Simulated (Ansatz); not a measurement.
**A computed series for BaF2: pressure series**

The parent structure is BaF$_{2}$ in the fluorite structure (space group Fm-3m, No. 225; a = 6.2464 Å).

Cell and atoms are relaxed at each pressure.

Method: DFT with PBE, PAW potentials and a 420 eV plane-wave cutoff in Ansatz (a program for electronic structure), no spin-orbit coupling.

```json
[
 {"variant": "base", "lattice parameter a": "6.246 Å", "electron mass": "0.49 mₑ (at Γ)"},
 {"variant": "pressure −2 GPa", "lattice parameter a": "(withheld)", "electron mass": "0.50 mₑ (at Γ)"},
 {"variant": "pressure −1 GPa", "lattice parameter a": "6.287 Å", "electron mass": "0.49 mₑ (at Γ)"},
 {"variant": "pressure 3 GPa", "lattice parameter a": "6.145 Å", "electron mass": "0.49 mₑ (at Γ)"},
 {"variant": "pressure 7 GPa", "lattice parameter a": "6.038 Å", "electron mass": "0.48 mₑ (at Γ)"},
 {"variant": "pressure 15 GPa", "lattice parameter a": "5.881 Å", "electron mass": "0.48 mₑ (at Γ)"},
 {"variant": "pressure 30 GPa", "lattice parameter a": "5.682 Å", "electron mass": "(withheld)"},
 {"variant": "pressure 50 GPa", "lattice parameter a": "5.505 Å", "electron mass": "0.85 mₑ along k, 2.7 mₑ across (at X)"},
 {"variant": "pressure 75 GPa", "lattice parameter a": "5.349 Å", "electron mass": "–"},
 {"variant": "pressure 100 GPa", "lattice parameter a": "5.231 Å", "electron mass": "–"}
]
```

### Question
Complete the table.

### Answer

- pressure −2 GPa, lattice parameter a: 6.331 Å
- pressure 30 GPa, electron mass: 0.90 mₑ along k, 2.3 mₑ across (at X)

The levels and masses belong to the bands next to the band gap. Load acts through the strain it causes; cell and atoms are relaxed under it. Effective masses come from finite differences of ±0.01 Å⁻¹. Along k means along the line from Γ to the band edge. Whether these cells are dynamically stable was not tested. Competing high-pressure phases were not computed.
